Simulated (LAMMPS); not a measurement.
Molecular dynamics of a melt made from CdSe (zinc blende) with 75 % of Cd sites Hg, 4096 atoms, at 1630 K and 0 GPa, brought to that temperature within a few picoseconds.

Level of theory: classical MD, pair style sw, file CdTeZnSeHgS0.sw, run in LAMMPS.

Question: Give number structure factor against q (1/Å) as the simulation yields it.

Answer: State found: liquid.
```
q (1/Å)  number structure factor
-------  -----------------------
0.6800                     0.207
0.8800                     0.210
1.080                      0.242
1.280                      0.321
1.480                      0.466
1.680                      0.668
1.880                      0.879
2.080                       1.04
2.280                       1.15
2.480                       1.20
2.680                       1.23
2.880                       1.20
3.080                       1.12
3.280                       1.00
3.480                      0.893
3.680                      0.837
3.880                      0.843
4.080                      0.899
4.280                      0.976
4.480                       1.04
4.680                       1.08
4.880                       1.08
5.080                       1.07
5.280                       1.04
5.480                       1.01
5.680                      0.982
5.880                      0.966
6.080                      0.960
6.280                      0.964
6.480                      0.976
6.680                      0.991
6.880                       1.01
7.080                       1.02
7.280                       1.02
7.480                       1.02
7.680                       1.02
7.880                       1.01
8.080                      1.000
8.280                      0.990
8.480                      0.984
8.680                      0.982
8.880                      0.986
9.080                      0.992
9.280                       1.00
9.480                       1.01
9.680                       1.01
9.880                       1.01
10.08                       1.01
10.28                       1.01
10.48                      0.999
10.68                      0.994
10.88                      0.992
11.08                      0.991
11.28                      0.992
11.48                      0.996
11.68                       1.00
11.88                       1.00
```

Caution: a run this short can hold a crystal over, or a liquid under, the potential's melting point.
